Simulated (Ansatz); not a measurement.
## TlBr: isotropic strain −3.00 %

Base system: TlBr in the CsCl type structure (space group Pm-3m, No. 221; a = 3.915 Å).

The change: an isotropic linear strain of −3.00 %; the atoms relax in the strained cell.

Computed with Ansatz (an electronic-structure program), PBEsol, PAW, cutoff 420 eV, without spin-orbit coupling. Settings: 9×9×9 k-points, 0.05 eV Fermi–Dirac smearing.

The volume per atom decreases by 2.62 Å³ to 27.37 Å³ and the energy grows by 23 meV/atom. The pressure goes from zero to 3.12 GPa and the band gap decreases by 0.29 eV, from 1.59 eV to 1.30 eV. The gap character stays direct at X and the mean gap deformation potential ΔEg/Δln V comes out as +3.2 eV. The width of the top valence band goes up by 0.502 eV to 2.73 eV and the electron mass goes from 0.14 mₑ along k, 0.20 mₑ across (at X) to 0.11 mₑ along k, 0.18 mₑ across (at X). The hole mass becomes 0.14 mₑ along k, 0.37 mₑ across (at X) (base: 0.20 mₑ along k, 0.43 mₑ across (at X)) and the valley order (the lowest conduction-band minima on the path, energy above the VBM, named in the base's zone) becomes X along ⟨100⟩ 1.30 eV; R along ⟨111⟩ 1.33 eV (base: X along ⟨100⟩ 1.59 eV; R along ⟨111⟩ 1.81 eV).

Final structure:

```yaml
crystal:
  lattice:
    - [3.79710, 0.00000, 0.00000]
    - [0.00000, 3.79710, 0.00000]
    - [0.00000, 0.00000, 3.79710]
  atoms:
    - { symbol: Tl, position: [0.00000, 0.00000, 0.00000] }
    - { symbol: Br, position: [0.50000, 0.50000, 0.50000] }
```

With Tl present, leaving out spin-orbit coupling can change the band edges. Effective masses come from finite differences of ±0.01 Å⁻¹. Along k means along the line from Γ to the band edge. Whether these cells are dynamically stable was not tested.
